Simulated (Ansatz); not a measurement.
## W: isotropic strain +2.50 %

The reference is W in the bcc (W type) structure (space group Im-3m, No. 229; a = 3.169 Å; relaxed with 0.1 eV smearing).

Modification: the cell is scaled by 1.0250 in all directions; the atoms relax in the strained cell.

All numbers come from Ansatz (a first-principles code) r2SCAN, no SOC. Settings: 29×29×29 k-points, 0.1 eV Fermi–Dirac smearing.

The shortest interatomic distance grows by 0.069 Å to 2.813 Å and the energy goes up by 83 meV/atom. The pressure goes from zero to -20.3 GPa and the band gap remains zero.

Final structure:

```xyz
1
Lattice="-1.6240 1.6240 1.6240 1.6240 -1.6240 1.6240 1.6240 1.6240 -1.6240" Properties=species:S:1:pos:R:3 pbc="T T T"
W      0.0000     0.0000     0.0000
```

Stability against distortions was not tested. The final runs are not spin-polarised.
